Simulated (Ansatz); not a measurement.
Output of an Ansatz run (abridged):

```
WARN ansatz: RAYON_NUM_THREADS=1 ignored (pool sized by the plan → 1); use --threads N
Pseudopotentials: kind: paw
Pseudopotential: In, paw, valence charge 13
Pseudopotential: As, paw, valence charge 15
Crystal: 2 atoms, lattice volume = 55.137 Å³
Basis set: ecut = 420 eV, 1067 PW (Γ)
Bands: 18, of which v1, the nominal top of the filled ones, is band 14 counted from 1 (13 counted from 0)
Symmetry: 6 space group operations
Space group: R3m (ITA 160), of the structure as read, at distance tolerance 3.8e-5 Å
k-points: 44 of 343 (time reversal used)
PAW frozen core: In, regenerated for the run's functional, and the local potential with it
PAW frozen core: As, regenerated for the run's functional, and the local potential with it
Initial density: superposition of atomic densities (neutral atoms: chi_scale 0, normalization atom), corrected by the library's trained network
Initial wavefunctions: pseudopotential atomic-orbital guess
Eigensolver: davidson
Functional: x = slater, c = lda
SCF iter   1: F=—  HF=-10231.234769 eV  |F-HF|=—  |Δ(HF+E_count)|=         —  Δρ=6.97e-3  dr2=2.13e-2  ethr=1.77e-3  ⟨swp⟩=6.0  Hψ=3920  notcnv=0
all-band conjugate gradients solve this SCF's bands
preconditioner: auto → none
SCF iter   2: F=—  HF=-10231.227169 eV  |F-HF|=—  |Δ(HF+E_count)|=   7.60e-3  Δρ=2.35e-3  dr2=1.39e-3  ethr=7.60e-5  ⟨swp⟩=3.0  Hψ=1717  notcnv=0
SCF iter   3: F=—  HF=-10231.226978 eV  |F-HF|=—  |Δ(HF+E_count)|=   1.91e-4  Δρ=7.26e-4  dr2=1.88e-4  ethr=4.97e-6  ⟨swp⟩=2.2  Hψ=1432  notcnv=0
SCF iter   4: F=—  HF=-10231.226950 eV  |F-HF|=—  |Δ(HF+E_count)|=   2.87e-5  Δρ=2.27e-4  dr2=1.95e-5  ethr=6.71e-7  ⟨swp⟩=2.0  Hψ=1408  notcnv=0
SCF iter   5: F=—  HF=-10231.226945 eV  |F-HF|=—  |Δ(HF+E_count)|=   4.46e-6  Δρ=2.06e-5  dr2=1.83e-7  ethr=6.96e-8  ⟨swp⟩=2.0  Hψ=1171  notcnv=0
SCF iter   6: F=-10231.226945 eV  HF=-10231.226945 eV  |F-HF|=1.45e-9  |Δ(HF+E_count)|=   4.32e-8  Δρ=4.42e-6  dr2=1.16e-8  ethr=3.57e-10  ⟨swp⟩=5.0  Hψ=3421  notcnv=0
SCF 1 converged in 6 iterations: F = -10231.226945 eV  dr2 = 1.16e-8
SCF converged after 6 iterations
Free energy (F): -10231.226945 eV
Harris-Foulkes:  -10231.226945 eV  (|F-HF|=1.45e-9)
Internal energy: -10231.226382 eV  (E = F + TS)
E sigma→0 (E₀):  -10231.226664 eV
Entropy (-TS):   -0.000563 eV (-0.281 meV/atom)
Fermi energy:    7.637782 eV
--- Per-component energies (eV) ---
  E_band       = -321.344289
  E_kinetic    = 348.304102
  E_local      = -3282.656683  (includes V_loc(G=0)·N_el)
  E_nonlocal   = -295.007260
  E_hartree    = 1583.106645
  E_xc         = -292.488809
  E_vxc        = -180.711599  (∫ρ·V_xc dr)
  E_paw        = -5769.762130  (= ΣΔE_a)
  E_vpaw       = -77.489699  (= ΣTr[D̂ρ^β])
  E_aug_tail   = 0.000035  (compensation charges beyond the density's cutoff)
  E_ewald      = -2525.082049
  E_core_change = 2.359766  (= ΣΔE_core)
  E_smearing   = -0.000563  (= −TS)
  E_closure    = 0.000000  (closes the sum)
  Σ components = -10231.226945   (vs F -10231.226945, Δ=0.00e0)
--- Forces (eV/Å), atoms counted from 1 ---
  atom   1  In    -0.23489619    -0.23489619    -0.23489619
  atom   2  As     0.23489589     0.23489589     0.23489589
  max |Σ_I F_I| component: 3.03e-7 eV/Å
--- Stress (GPa, compression-positive) ---
       -0.376580       0.695454       0.695454
        0.695454      -0.376580       0.695454
        0.695454       0.695454      -0.376580
  P = ⅓ Tr σ = -0.3766 GPa (-3.766 kbar)
  The stress holds the Pulay correction. Without it, at fixed plane waves, as pw.x and ABINIT print it: P = -0.4039 GPa
--- Band table (eV; the first three rows and the last of 44) ---
  k-point 0: bands = ["-27.5841", "-27.5782", "-27.5782", "-27.5699", "-27.5699", "-6.7960", "-6.7716", "-6.7716", "-6.6486", "-6.6486", "-4.3824", "7.1415", "7.4525", "7.6285", "7.6285", "11.3608", "11.3608", "11.5003"]
  k-point 1: bands = ["-27.5841", "-27.5782", "-27.5782", "-27.5699", "-27.5699", "-6.8090", "-6.7784", "-6.7649", "-6.6490", "-6.6484", "-4.1714", "5.3474", "7.2280", "7.3910", "8.6024", "11.5978", "11.6831", "11.8641"]
  k-point 2: bands = ["-27.5840", "-27.5782", "-27.5781", "-27.5699", "-27.5697", "-6.8633", "-6.7651", "-6.7524", "-6.6474", "-6.6450", "-3.6156", "3.3520", "6.7927", "6.9713", "8.5718", "12.0518", "12.3082", "13.0353"]
  k-point 43: bands = ["-27.5842", "-27.5779", "-27.5778", "-27.5699", "-27.5698", "-6.9271", "-6.7335", "-6.7262", "-6.6484", "-6.6441", "-2.7497", "1.6737", "5.4128", "6.3648", "9.5613", "11.8463", "12.7779", "14.5398"]
```

The structure:

```
CELL_PARAMETERS angstrom
      0.00000     3.02091     3.02091
      3.02091     0.00000     3.02091
      3.02091     3.02091     0.00000
ATOMIC_POSITIONS crystal
  In 0.00478 0.00478 0.00478
  As 0.25000 0.25000 0.25000
```

### Question
Reconstruct the input of this run.

### Answer
Other spellings and defaults could give the same log, and not every line can be read from it. The input that was run (DFT, LDA (PW92), plane waves, default PAW files made with PBE):

Ansatz 0.2 input:
```yaml
# InAs
crystal:
  lattice:
    - [0.000000, 3.020910, 3.020910]
    - [3.020910, 0.000000, 3.020910]
    - [3.020910, 3.020910, 0.000000]
  atoms:
    - { symbol: In, position: [0.004778, 0.004778, 0.004778] }
    - { symbol: As, position: [0.250000, 0.250000, 0.250000] }
basis:
  ecutwfc: 420.0
kpoints:
  mp_grid: { grid: [7, 7, 7] }
hamiltonian:
  xc: lda
  pseudopotentials: { kind: paw }
scf:
  occupations: { method: fermi_dirac, width: 0.05 }
output:
  forces: true
  eigenvalues: true
  stress: true
```

The starting cell has typed, rounded lattice constants, without a prior relaxation at this level. Its lattice was rescaled by up to half a per cent. One atom was moved a little off its site on purpose. Ansatz's pressure includes its estimate of the finite-basis (Pulay) stress. The run gives no clean gap (levels at the Fermi energy touch, overlap or are partly filled at this smearing), which alone does not show that the compound is a metal.

Ansatz is a quantum-chemistry and plane-wave program.
